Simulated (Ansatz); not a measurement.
## Hf: stress against strain

Hf (hcp, P6_3/mmc, 22.548 Å³/atom at rest, c along z) under a strain ε along c (axis z), the other axes held. PBE in Ansatz, a plane-wave DFT program (PAW, default set), 420 eV, 21×21×12 Γ-centred mesh, Fermi-Dirac smearing 0.10 eV; ions are relaxed within the symmetry of each cell. Stress is positive for a compressed cell.

Here s stands for strain and y for stress zz.

```
strain (%)  stress zz (GPa)
----------  ---------------
-1.50                  3.04
-1.00                  2.00
-0.50                  0.98
0.00                   0.00
0.50                  -0.96
1.00                  -1.89
1.50                  -2.79
3.00                      ?
```

The 7 complete rows are fitted with a straight line, y against s. Means: s 0, y 0.054. About the means, the sum of products is -13.605 and the sum of squares of s is 7.0000; the slope is their ratio. Least squares gives y = 0.054 - 1.9436·s. Residuals (row less fit): 0.071, 0.002, -0.046, -0.054, -0.042, 0.000, 0.071; standard error 0.058 (degrees of freedom: 5). The slope gives the elastic constant C33 = 194 ± 2 GPa.

**Question.** Estimate the missing y (s = 3.00); what did the run itself give?

**Answer.** y = 0.054 - 1.9436 × 3.0 = -5.777 GPa. The calculation gives -5.35 GPa, 0.427 GPa above the prediction (5.1 % of the range of y in the table). The row lies outside the fitted rows, so this is an extrapolation. From the scatter of the fitted rows alone, a prediction at this place has a standard error of 0.091 GPa, so the miss is 4.7 times that.

One order more, fitted to all 13 runs of the series, follows each within 0.01, so the miss is the next term of a smooth law. In a metal these values are sensitive to mesh and smearing; energies are taken to zero smearing, stresses follow the free energy. Rows are the converged runs of the series near zero and its far end; series whose fitted rows scatter by over a few per cent of the range, as at a crossing or softening among them, aren't shown in this form. Most that stay on the fit to the last digits aren't either.
